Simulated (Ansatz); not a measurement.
A self-consistent single point of K (Im-3m, 1 atom in the cell) with Ansatz (an electronic-structure program).

Computed with PBE (plane waves, PAW; Ansatz).

The change in words: lattice scaled by 0.98. Reference geometry:
```xyz
1
Lattice="-2.6706 2.6706 2.6706 2.6706 -2.6706 2.6706 2.6706 2.6706 -2.6706" Properties=species:S:1:pos:R:3 pbc="T T T"
K      0.0000     0.0000     0.0000
```

Reference input (self-consistent single point, DFT, PBE, plane waves, default PAW files): kpoints.mp_grid.grid = 12 12 12; hamiltonian.xc = pbe; hamiltonian.pseudopotentials = {kind: paw} (the program's default PAW files); scf.occupations.method = gaussian; scf.occupations.width = 0.1 eV. This run's input differs from it in these lines:

```diff
@@ -2,5 +2,5 @@
   lattice:
-    - [-2.670584, 2.670584, 2.670584]
-    - [2.670584, -2.670584, 2.670584]
-    - [2.670584, 2.670584, -2.670584]
+    - [-2.617172, 2.617172, 2.617172]
+    - [2.617172, -2.617172, 2.617172]
+    - [2.617172, 2.617172, -2.617172]
   atoms:
```

Output, abridged:

```
SCF iter   1: F=—  HF=-1537.784470 eV  |F-HF|=—  |Δ(HF+E_count)|=         —  Δρ=2.94e-4  dr2=3.17e-5  ethr=1.77e-3  ⟨swp⟩=5.1  Hψ=4709  notcnv=0
all-band conjugate gradients solve this SCF's bands
preconditioner: auto → Kerker (q_TF=auto, 1.931 Å⁻¹)
SCF iter   2: F=—  HF=-1537.784303 eV  |F-HF|=—  |Δ(HF+E_count)|=   1.66e-4  Δρ=2.36e-4  dr2=3.89e-5  ethr=3.53e-7  ⟨swp⟩=2.4  Hψ=1612  notcnv=0
SCF iter   3: F=—  HF=-1537.784363 eV  |F-HF|=—  |Δ(HF+E_count)|=   5.94e-5  Δρ=8.16e-5  dr2=5.59e-6  ethr=3.53e-7  ⟨swp⟩=2.0  Hψ=876  notcnv=0
SCF iter   4: F=—  HF=-1537.784376 eV  |F-HF|=—  |Δ(HF+E_count)|=   1.32e-5  Δρ=3.91e-5  dr2=9.87e-7  ethr=6.21e-8  ⟨swp⟩=2.5  Hψ=951  notcnv=0
SCF iter   5: F=—  HF=-1537.784378 eV  |F-HF|=—  |Δ(HF+E_count)|=   2.58e-6  Δρ=2.09e-5  dr2=2.25e-7  ethr=1.10e-8  ⟨swp⟩=2.6  Hψ=935  notcnv=0
SCF iter   6: F=-1537.784378 eV  HF=-1537.784378 eV  |F-HF|=2.47e-8  |Δ(HF+E_count)|=   9.32e-8  Δρ=7.56e-6  dr2=3.41e-8  ethr=1.11e-9  ⟨swp⟩=5.2  Hψ=3232  notcnv=0
SCF 1 converged in 6 iterations: F = -1537.784378 eV  dr2 = 3.41e-8
Free energy (F): -1537.784378 eV
Internal energy: -1537.779508 eV  (E = F + TS)
E sigma→0 (E₀):  -1537.781943 eV
Entropy (-TS):   -0.004870 eV (-4.870 meV/atom)
Fermi energy:    1.852683 eV
--- Forces (eV/Å), atoms counted from 1 ---
  atom   1  K     -0.00000000     0.00000000    -0.00000000
--- Stress (GPa, compression-positive) ---
        0.107383       0.000000      -0.000000
       -0.000000       0.107383       0.000000
       -0.000000      -0.000000       0.107383
  P = ⅓ Tr σ = 0.1074 GPa (1.074 kbar)
  The stress holds the Pulay correction. Without it, at fixed plane waves, as pw.x and ABINIT print it: P = 0.1070 GPa
```

The run converged in 6 iterations. Against the reference run the free energy hardly moves (within 1 meV/atom) and the pressure goes from -0.11 to 0.11 GPa.

The starting cell comes from a database of computed structures (which also holds hypothetical and non-ambient phases and stackings), without a prior relaxation at this level. Its lattice was rescaled by a random factor within 2.5 % of one. For this run, on top of that: lattice scaled by 0.98. Ansatz's pressure includes its estimate of the finite-basis (Pulay) stress.

Keys are those of Ansatz 0.2.
